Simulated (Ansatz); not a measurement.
Defect migration in fcc Pt: interstitial H, neutral cell. The step: H moves alone to another site; the atom moves 1.22 Å along (-0.18, -0.18, -0.18) of the unit cell; the moving atom starts with neighbours 4 Pt at 1.81 Å and ends with 3 Pt at 1.81, 3 Pt at 2.34 Å. DFT values are from Ansatz (plane-wave PAW, 420 eV unless said) in a cell of 32 host sites, spin-restricted, static, with no finite-size correction. Sites that were not tried may lie lower. For the PBE band: the saddle point's order was not checked, and it lies on a symmetry element of the cell, where a band can be held.

```json
[
 {"Level": "CHGNet universal potential (has no charge state), its own band", "Forward barrier (eV)": "0.05", "Cost of the band or of the saddle's single point": "-"},
 {"Level": "PBE, a 3×3×3 k-point mesh shifted by half a step, band relaxed", "Forward barrier (eV)": "0.09", "Cost of the band or of the saddle's single point": "very roughly 90 core-minutes"},
 {"Level": "PBE, a 5×5×5 k-point mesh shifted by half a step, same geometries", "Forward barrier (eV)": "0.09", "Cost of the band or of the saddle's single point": "roughly 22 core-minutes"},
 {"Level": "r2SCAN at 500 eV, a 3×3×3 k-point mesh shifted by half a step, same geometries", "Forward barrier (eV)": "0.10", "Cost of the band or of the saddle's single point": "very roughly 15 core-minutes"}
]
```

Ansatz is a program for electronic structure.
